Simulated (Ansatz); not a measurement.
Base system: CdS in the wurtzite structure (space group P6_3mc, No. 186; a = 4.124 Å, c = 6.710 Å).

Calculations: PBEsol (Ansatz, a quantum-chemistry and plane-wave program, PAW, no SOC), earlier PAW set.

```csv
level,lattice parameter a,lattice parameter c
PBEsol,4.124 Å,6.710 Å
```

Measured: lattice parameter a 4.136 Å (temperature not stated; as listed in Ankan Biswas, S.R. Meher, Deepak K. Kaushik, Journal of Physics Conference Series (2022)); lattice parameter c 6.714 Å (temperature not stated; as listed in Ankan Biswas, S.R. Meher, Deepak K. Kaushik, Journal of Physics Conference Series (2022)).

Computed minus measured — lattice parameter a: PBEsol -0.3 %; lattice parameter c: PBEsol -0.1 %. Measured values not marked as corrected hold thermal and zero-point effects that the static-lattice runs lack.

Whether these cells are dynamically stable was not tested.
